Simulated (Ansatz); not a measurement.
The cell is made up: elements placed on another compound's structure type, so the phase may be hypothetical.

By r2SCAN, the system below comes out a metal.

The ballistic (Sharvin) conductance counts the channels at the Fermi level: G/A = (e²/h) × channels of both spins per area.

Given:

```
TiC
1.0
    4.21721     0.00000     0.00000
    0.00000     5.96403     0.00000
    0.00000     2.98202     2.98202
Ti C
3 3
Direct
  0.50000   0.00000   0.50000
  0.50000   0.50000   0.50000
  0.00000   0.50000   0.00000
  0.00000   0.50000   0.50000
  0.00000   0.00000   0.50000
  0.50000   0.00000   0.00000
```

Space group of this cell: Pm-3m. The cell was relaxed by PBE-D3(BJ); by r2SCAN its mean pressure is 4.1 GPa.

The current flows along the normal of the first two printed cell vectors. No spin-orbit coupling; the value is a mean over 0.1 eV about the Fermi level.

### Question
Predict the ballistic conductance per area from r2SCAN (Ansatz, a first-principles code).

### Answer
0.87 × 10¹⁵ S/m² for both spins.
